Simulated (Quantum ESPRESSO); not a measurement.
Habitual settings against a tight run: ScCoC2 (P4/nmm, 8 atoms in the cell)

Self-consistent single point.

```yaml
crystal:
  lattice:
    - [3.30637, 0.00000, 0.00000]
    - [0.00000, 3.30637, 0.00000]
    - [0.00000, 0.00000, 7.10320]
  atoms:
    - { symbol: Sc, position: [0.50000, 0.00000, 0.65433] }
    - { symbol: Sc, position: [0.00000, 0.50000, 0.34567] }
    - { symbol: Co, position: [0.50000, 0.50000, 0.00000] }
    - { symbol: Co, position: [0.00000, 0.00000, 0.00000] }
    - { symbol: C, position: [0.00000, 0.50000, 0.85013] }
    - { symbol: C, position: [0.50000, 0.00000, 0.14987] }
    - { symbol: C, position: [0.50000, 0.00000, 0.34670] }
    - { symbol: C, position: [0.00000, 0.50000, 0.65330] }
```

Method: PBEsol, PSlibrary PAW (PBE) pseudopotentials (plane waves; Quantum ESPRESSO).

Base settings: ecutwfc = 55 Ry; ecutrho = 440 Ry; occupations = smearing; smearing = marzari-vanderbilt; degauss = 0.019992 Ry; input_dft = pbesol; K_POINTS = automatic 11 11 5 0 0 0; conv_thr = 1e-09 Ry.

Tight run (finer mesh or higher cutoff; not a proven limit): ecutwfc: 55 Ry → 77 Ry; ecutrho: 440 Ry → 616 Ry; conv_thr: 1e-09 Ry → 7.3e-11 Ry; K_POINTS: automatic 11 11 5 0 0 0 → automatic 15 15 7 0 0 0. It gave Fermi level (on the code's own zero) 13.77 eV; pressure 3.74 GPa; largest force (vector length) 0.637 eV/Å.

Quick runs, as changes from the base:
- A: the base itself
- B: ecutwfc: 55 Ry → 33 Ry; ecutrho: 440 Ry → 264 Ry; conv_thr: 1e-09 Ry → 7.3e-05 Ry; K_POINTS: automatic 11 11 5 0 0 0 → automatic 6 6 6 0 0 0
- C: ecutwfc: 55 Ry → 44 Ry; ecutrho: 440 Ry → 352 Ry; conv_thr: 1e-09 Ry → 7.3e-06 Ry; K_POINTS: automatic 11 11 5 0 0 0 → automatic 6 6 6 0 0 0
- D: ecutwfc: 55 Ry → 38 Ry; ecutrho: 440 Ry → 342 Ry; input_dft: pbesol → default; pseudopotentials: {Sc: Sc.pbe-spn-kjpaw_psl.1.0.0.UPF, Co: Co.pbe-n-kjpaw_psl.1.0.0.UPF, C: C.pbe-n-kjpaw_psl.1.0.0.UPF} → {Sc: Sc.pz-spn-kjpaw_psl.1.0.0.UPF, Co: Co.pz-n-kjpaw_psl.1.0.0.UPF, C: C.pz-n-kjpaw_psl.1.0.0.UPF}; K_POINTS: automatic 11 11 5 0 0 0 → automatic 8 8 8 0 0 0 [LDA (PZ)]
- E: ecutwfc: 55 Ry → 28 Ry; ecutrho: 440 Ry → 224 Ry; K_POINTS: automatic 11 11 5 0 0 0 → automatic 8 8 8 0 0 0
- F: ecutwfc: 55 Ry → 28 Ry; ecutrho: 440 Ry → 224 Ry; smearing: marzari-vanderbilt → fermi-dirac; degauss: 0.019992 Ry → 0.0147 Ry; K_POINTS: automatic 11 11 5 0 0 0 → automatic 4 4 4 0 0 0

Energies are extrapolated to zero smearing width, which holds to low order in the width alone (under cold and Methfessel-Paxton smearing the free energy itself is taken).

Dashes: pressure of B, C, not trusted under this conv_thr with d or f elements; energy of D, another energy zero.

† marks runs with another functional, U, potentials or spin treatment: their distance from the tight run is not a convergence error alone.

The count of work is k-points × plane waves × bands × iterations; it is no time. Core times come from one kind of shared machine and are given to one figure; runs under 30 s give none.

The starting cell comes from a database of computed structures (which also holds hypothetical and non-ambient phases and stackings), without a prior relaxation at this level. Its lattice was rescaled by a random factor within 2.5 % of one. Spin polarisation is off. In the base run, with a pressure of about 3 GPa the cell is away from its equilibrium volume at this level.

```
run  energy less tight (meV/atom)  pressure less tight (GPa)  largest miss in a force vector (eV/Å)  count of work / tight  core time / tight (rough)
---  ----------------------------  -------------------------  -------------------------------------  ---------------------  -------------------------
A                            17.7                      -0.50                                  0.015                   0.20                        0.3
B                           149.9                          –                                  0.085                  0.032                       0.04
C                            37.8                          –                                  0.035                  0.055                       0.06
D†                              –                      -8.34                                  0.269                   0.12                        0.1
E                           572.2                     -48.53                                  0.119                  0.084                       0.08
F                           574.6                     -48.24                                  0.310                  0.019                       0.03
```

Among the runs at the tight run's level, the energy misses run from 17.7 to 574.6 meV/atom.
